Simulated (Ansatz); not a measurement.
Take TiAl (space group P4/mmm, No. 123; a = 2.813 Å, c = 4.058 Å) as the base. Axes: x, y, z lie along a, b, c of the conventional cell.

Method: Ansatz (a quantum-chemistry and plane-wave program), r2SCAN, PAW, cutoff 500 eV, scalar-relativistic without spin-orbit coupling.

Before the change:

The pressure is 0.0 GPa and the shortest interatomic distance is 2.813 Å.

The change: a pure shear with ε_yz = ε_zy = 0.0252; the atoms relax in the strained cell.

**Question.** How does this affect the energy relative to the base?

**Answer.** The energy grows by 16 meV/atom.

**Question.** How does this affect the pressure?

**Answer.** The pressure (mean of the normal stresses, compression positive) goes from zero to 0.4 GPa.

**Question.** What does the calculation give for the shortest interatomic distance after the change?

**Answer.** The shortest interatomic distance falls by 0.022 Å, from 2.813 Å to 2.791 Å.

Without a gap, meshes like the base's 16×16×12 leave anisotropic stresses uncertain by several tenths of a GPa, and small strain energies with them. Whether these cells are dynamically stable was not tested. All final runs are without spin polarisation.
